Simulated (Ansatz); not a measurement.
**Sn on the As site (Sn_As) in zinc-blende BAs**

These are PBE, PAW (plane waves to 420 eV; Ansatz, a first-principles code) values and carry that method's errors. The supercell holds 64 host sites (2×2×2 repeats of the unit cell), with a 2×2×2 shifted k-point sampling for the final energies. Site at the start: the As site. Energies of charged states are corrected for periodic images (point charge plus alignment at distant sites). Dielectric constants: PBE linear response of the host. Host gap at this level: 1.20 eV. These values are not converged in cell size to better than tenths of an eV. The semilocal functional narrows the gap, so deep levels can fall outside it. Spin–orbit coupling is left out, which matters for these heavy elements. Each state is the lowest found from its start.

```
charge         moment (μB)  largest move off a lattice site (Å)  image correction with alignment (eV)
------  ------------------  -----------------------------------  ------------------------------------
+1*     not spin-polarised                                 0.17                                     –
0*              fractional                                 0.16                                     –
−1      not spin-polarised                                 0.13                                  0.10
```

* At this level the carrier isn't localised at the defect: at charge +1 holes occupy the valence band; at charge 0 holes occupy the valence band. Such a state is shallow or no state of the defect, and this cell gives it no level.

Flagged in the runs: a doubtful potential alignment.
